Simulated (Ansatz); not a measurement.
## BaAg2GeS4: stress against strain

BaAg2GeS4 (I-42m, 22.765 Å³/atom and stress up to 0.01 GPa in the relaxed cell, c along z) under a strain ε along c (axis z), the other axes held. PBEsol in Ansatz, a plane-wave DFT program (PAW, default set), 420 eV, 7×7×7 Γ-centred mesh, Fermi-Dirac smearing 0.05 eV; ions are relaxed, or left where forces stay under 0.02 eV/Å, within the symmetry of each cell. Stress is positive for a compressed cell.

Here s stands for strain and y for stress zz.

```csv
strain (%),stress zz (GPa)
-1.50,0.80
-0.75,0.39
0.00,0.00
0.75,-0.37
1.50,-0.73
3.00,?
```

The 5 complete rows are fitted with a straight line, y against s. Means: s 0, y 0.018. About the means, the sum of products is -2.8650 and the sum of squares of s is 5.6250; the slope is their ratio. Least squares gives y = 0.018 - 0.5093·s. Residuals (row less fit): 0.018, -0.010, -0.018, -0.006, 0.016; standard error 0.019 (degrees of freedom: 3). The slope gives the elastic constant C33 = 50.9 ± 0.8 GPa (± standard error of the fit, which holds the terms cut off).

### Question
What does the fit predict for y at s = 3.00, and how far is the calculated value from it?

### Answer
y = 0.018 - 0.5093 × 3.00 = -1.510 GPa. The calculation gives -1.39 GPa, 0.120 GPa above the prediction (5.5 % of the range of y in the table). The row lies outside the fitted rows, so this is an extrapolation. From the scatter of the fitted rows alone, a prediction at this place has a standard error of 0.031 GPa, so the miss is 3.9 times that.

A polynomial of degree 2 through the 8 other runs of the series gives -1.38 there, so most of the miss is curvature that the fit leaves out. The start is a measured cell from the literature; how it stands against other phases or cation orders wasn't checked. Rows are the converged runs of the series near zero and its far end; series whose fitted rows scatter by over a few per cent of the range, as at a crossing or softening among them, aren't shown in this form, nor equations of state whose B0' disagrees with the runs' pressures. Most that stay on the fit to the last digits aren't either.
